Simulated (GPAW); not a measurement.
GPAW run on TlRh3 (P6_3/mmc, 8 atoms in the cell): self-consistent single point.

Level of theory: PBEsol, GPAW PAW datasets PBEsol (made by gpaw-setup) (plane waves; GPAW).

The change in words: lattice scaled by 0.98. Reference geometry:
```
CELL_PARAMETERS angstrom
      5.71197     0.00000     0.00000
     -2.85598     4.94671     0.00000
      0.00000     0.00000     4.57129
ATOMIC_POSITIONS crystal
  Tl 0.66667 0.33333 0.25000
  Tl 0.33333 0.66667 0.75000
  Rh 0.32094 0.16047 0.75000
  Rh 0.67906 0.83953 0.25000
  Rh 0.16047 0.32094 0.25000
  Rh 0.83953 0.67906 0.75000
  Rh 0.83953 0.16047 0.75000
  Rh 0.16047 0.83953 0.25000
```

Reference input (self-consistent single point, DFT PBEsol, plane waves, GPAW PAW datasets PBEsol (made by gpaw-setup)): mode = pw; ecut = 600 eV; xc = PBEsol; kpts = 5 5 5; mesh shift (steps) = 0 0 0; occupations.name = fermi-dirac; occupations.width = 0.1 eV; nbands = -12; convergence.forces = 0.001 eV/Å; symmetry.symmorphic = false; symmetry.tolerance = 0.0005; maxiter = 150. This run's input differs from it in these lines:

```diff
@@ -5,13 +5,13 @@
 atoms = Atoms(['Tl', 'Tl', 'Rh', 'Rh', 'Rh', 'Rh', 'Rh', 'Rh'],
-              cell=[[5.711970, 0.000000, 0.000000],
-                    [-2.855985, 4.946711, 0.000000],
-                    [0.000000, 0.000000, 4.571290]],
-              positions=[[2.855988, 1.648902, 1.142823],
-                         [-0.000003, 3.297809, 3.428468],
-                         [1.374900, 0.793799, 3.428468],
-                         [1.481085, 4.152912, 1.142823],
-                         [-0.000000, 1.587597, 1.142823],
-                         [2.855985, 3.359114, 3.428468],
-                         [4.337070, 0.793799, 3.428468],
-                         [-1.481085, 4.152912, 1.142823]],
+              cell=[[5.597731, 0.000000, 0.000000],
+                    [-2.798865, 4.847777, 0.000000],
+                    [0.000000, 0.000000, 4.479864]],
+              positions=[[2.798868, 1.615924, 1.119966],
+                         [-0.000002, 3.231853, 3.359898],
+                         [1.347402, 0.777923, 3.359898],
+                         [1.451464, 4.069854, 1.119966],
+                         [0.000000, 1.555846, 1.119966],
+                         [2.798866, 3.291931, 3.359898],
+                         [4.250329, 0.777923, 3.359898],
+                         [-1.451463, 4.069854, 1.119966]],
               pbc=True)
```

The program printed (abridged):

```
     iter     time        total  log10-change:
                         energy   eigst   dens  force
iter:   1 --:--:--   -56.186121
iter:   2 --:--:--   -55.874433   -1.17  -1.41
iter:   3 --:--:--   -56.552192   -0.47  -1.43
iter:   4 --:--:--   -54.813260   -2.20  -1.51
iter:   5 --:--:--   -53.831359   -1.26  -1.70
iter:   6 --:--:--   -53.863435   -2.32  -2.07
iter:   7 --:--:--   -53.792659   -2.73  -2.42
iter:   8 --:--:--   -53.792893   -3.90  -2.82
iter:   9 --:--:--   -53.789215c  -4.09  -2.74
iter:  10 --:--:--   -53.784313c  -3.64  -2.90
iter:  11 --:--:--   -53.784197c  -4.89  -3.38
iter:  12 --:--:--   -53.784646c  -4.89  -3.50
   [... lines left out ...]
iter:  15 --:--:--   -53.784271c  -5.27  -3.49
iter:  16 --:--:--   -53.784204c  -5.05  -3.51
iter:  17 --:--:--   -53.784233c  -5.71  -4.11c
iter:  18 --:--:--   -53.784231c  -6.46  -4.41c
iter:  19 --:--:--   -53.784223c  -7.40c -4.49c
iter:  20 --:--:--   -53.784219c  -7.59c -4.53c -2.41
iter:  21 --:--:--   -53.784213c  -7.87c -4.57c -2.62
iter:  22 --:--:--   -53.784212c  -8.61c -4.68c -2.75
iter:  23 --:--:--   -53.784209c  -7.69c -4.71c -2.62
iter:  24 --:--:--   -53.784199c  -7.21  -4.74c
iter:  25 --:--:--   -53.784199c  -8.33c -4.77c -2.64
iter:  26 --:--:--   -53.784200c  -9.13c -4.79c -4.04c
Converged after 26 iterations.

Dipole moment: (0.000000, -0.000000, -0.000000) |e|*Ang

Energy contributions relative to reference atoms: (reference = -1880210.965053)

Kinetic:        +11.411328
Potential:      -14.252333
External:        +0.000000
XC:             -50.057206
Entropy (-ST):   -0.258000
Local:           -0.756989
SIC:             +0.000000
--------------------------
Free energy:    -53.913200
Extrapolated:   -53.784200

Showing only first 2 kpts
 Kpt  Band  Eigenvalues  Occupancy
  0    56     11.11927    1.89566
  0    57     11.97599    0.00689
  0    58     12.25031    0.00044
  0    59     12.26826    0.00037

  1    56     11.16284    1.84315
  1    57     11.72523    0.08140
  1    58     12.02436    0.00425
  1    59     12.06083    0.00295

Fermi level: 11.40923

No gap
   [... lines left out ...]
  2 Rh    0.07428    0.04289   -0.00000
  3 Rh   -0.07428   -0.04289   -0.00000
  4 Rh    0.00000    0.08577    0.00000
  5 Rh   -0.00000   -0.08577    0.00000
  6 Rh   -0.07428    0.04289   -0.00000
  7 Rh    0.07428   -0.04289    0.00000

Stress tensor:
    -0.018734     0.000000     0.000000
     0.000000    -0.018734    -0.000000
     0.000000    -0.000000    -0.029811
Stress (GPa, Voigt): [-3.0015 -3.0015 -4.7762 -0.      0.      0.    ]
```

The run converged in 26 iterations. GPAW prints stress with tension positive. Against the reference run the free energy drops by 15.8 meV/atom, the pressure goes from -8.18 to 3.59 GPa and the largest force goes from 0.094 to 0.086 eV/Å.

The starting cell comes from a database of computed structures (which also holds hypothetical and non-ambient phases and stackings), without a prior relaxation at this level. For this run, on top of that: lattice scaled by 0.98. Spin polarisation is off. With a pressure of about 4 GPa the cell is away from its equilibrium volume at this level.

Cost on one core of a shared machine: roughly 70 s.
